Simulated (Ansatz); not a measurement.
We consider MgCO3 (R-3c, No. 167), described by PBEsol in Ansatz (plane waves, PAW).

Numerical settings: plane-wave cutoff 500 eV, 10×10×10 k mesh, gaussian smearing 0.02 eV, scalar-relativistic PAW data made under PBE.

Cell (relaxed at this level):

```xyz
10
Lattice="2.3244 1.3420 4.9776 -2.3244 1.3420 4.9776 0.0000 -2.6840 4.9776" Properties=species:S:1:pos:R:3 pbc="T T T"
Mg     0.0000     0.0000     0.0000
Mg     0.0000     0.0000     7.4664
C      0.0000     0.0000     3.7332
C      0.0000     0.0000    11.1995
O     -1.6802     0.2261     8.7107
O      1.6802    -0.2261     6.2220
O      0.6442    -1.5681     8.7107
O     -0.6442     1.5681     6.2220
O      1.0359     1.3420     8.7107
O     -1.0359    -1.3420     6.2220
```

Give the computed band gap.


* **band gap**: 5.03 eV (on the SCF k mesh)

Computed values are for the static lattice.

It cost very roughly 2.6 core-minutes of CPU time.

Ansatz is a first-principles code.
